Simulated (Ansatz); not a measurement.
A (7,7) silicon nanotube, relaxed period 3.857 Å, atoms relaxed at each strain.

```tsv
strain	energy (meV a period)	axial force (nN)
-0.015	+76.5	-4.29
+0.015	+75.2	+4.14
```

The numbers are results of PBE (plane waves to 420 eV, PAW; Ansatz, a program for electronic structure), not measurements. Mesh 1×1×18. No spin polarisation. One-dimensional cell, images about 11 Å apart. A hypothetical model, rolled from the flat sheet. Only distortions within the start's symmetry and period were free. Buckling under compression is shut out by symmetry and the short period. Energies are free energies at a Fermi–Dirac width of 0.05 eV, from the unstrained cell.

Mean diameter 14.95 Å.

Work out the axial stiffness dF/dε in two ways, and what it means for a modulus.

From the forces: (+4.14 − (-4.29))/0.030 = 281 nN. From the energies: (E₊ + E₋)/(ε² c) = 0.1517 eV/(0.015² × 3.857 Å) = 174.8 eV/Å = 280 nN. The two agree to within 1 %. Spread over the circumference π × 14.95 Å, the force value is a sheet stiffness of 60 N/m.
